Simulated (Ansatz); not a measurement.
The starting structures come from a database of crystals and need not be the phases stable at ambient conditions.

Consider the following.

```yaml
crystal:
  lattice:
    - [6.96737, 0.00000, 0.00000]
    - [3.45090, 6.05272, 0.00000]
    - [0.06556, -4.00976, 5.69752]
  atoms:
    - { symbol: Rb, position: [0.75000, 0.50000, 0.75000] }
    - { symbol: Rb, position: [0.25000, 0.50000, 0.25000] }
    - { symbol: Rb, position: [0.50000, 0.00000, 0.50000] }
    - { symbol: Tl, position: [0.00000, 0.00000, 0.00000] }
    - { symbol: F, position: [0.00000, 0.69010, 0.69010] }
    - { symbol: F, position: [0.00000, 0.30990, 0.30990] }
    - { symbol: F, position: [0.30990, 0.69010, 0.00000] }
    - { symbol: F, position: [0.69010, 0.30990, 0.00000] }
    - { symbol: F, position: [0.76781, 0.00000, 0.23219] }
    - { symbol: F, position: [0.23219, 0.00000, 0.76781] }
```

Space group of this cell: I4/mmm. The cell is taken as given; by r2SCAN its mean pressure is -1.8 GPa.

Transport runs along the normal of the first two printed cell vectors, the (101) plane of the conventional cell.

The gap is the functional's own. No spin-orbit coupling. Mid-gap values are interpolated on the energy grid.

Q: Give the band gap and the smallest decay constant κ at mid-gap that r2SCAN (Ansatz, an electronic-structure program) yields.

A: Gap 3.67 eV on a 6×6×6 mesh; κ = 0.449 1/Å, at the zone centre.
